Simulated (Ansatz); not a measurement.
Given:

```
LiCl
1.0
    0.00000     2.62669     2.62669
    2.62669     0.00000     2.62669
    2.62669     2.62669     0.00000
Li Cl
1 1
Direct
  0.00000   0.00000   0.00000
  0.50000   0.50000   0.50000
```

No spin polarisation.

Calculations: Kohn–Sham DFT with the PBE functional, run in Ansatz (a first-principles code) with PAW and 420 eV plane waves, spin-orbit coupling left out. Settings: 11×11×11 k-points, 0.05 eV Fermi–Dirac smearing.

Problem. Predict the gap character, pressure and space group.

Solution. Gap character: direct at Γ
Pressure: -1.66 GPa
Space group: Fm-3m (No. 225)

The cells carry an imposed strain or load. Whether these cells are dynamically stable was not tested. The cell was made from LiCl in the rock salt structure (space group Fm-3m, No. 225) by this change: isotropic strain +2.00 %.
